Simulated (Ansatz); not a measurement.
Consider SnO2 in the rutile structure (space group P4_2/mnm, No. 136; a = 4.7692 Å, c = 3.2120 Å).

Method: PBEsol/PAW in Ansatz (an electronic-structure program), no spin-orbit coupling.

For the base:

The shortest interatomic distance is 2.066 Å, the band gap is 0.92 eV and the density is 6.85 g/cm³.

The change: Pb takes the place of Sn on all its sites, then cell and atoms are relaxed.

Tabulated Pauling electronegativity and covalent radius: Sn 1.96, 1.39 Å; Pb 2.33, 1.46 Å.

Question: Estimate the effect on the shortest interatomic distance, band gap and density.

Answer: The shortest interatomic distance increases by 0.1086 Å (2.066 Å → 2.174 Å); the band gap goes from 0.92 eV to zero; the density increases by 2.47 g/cm³, from 6.85 g/cm³ to 9.32 g/cm³.

With Pb present, leaving out spin-orbit coupling can change the band edges. No phonon test of stability was made. All final runs are without spin polarisation. Gaps under 0.05 eV, about the width of the smearing, are given as zero. The zero or small gap of PbO2 can change with the level of theory.
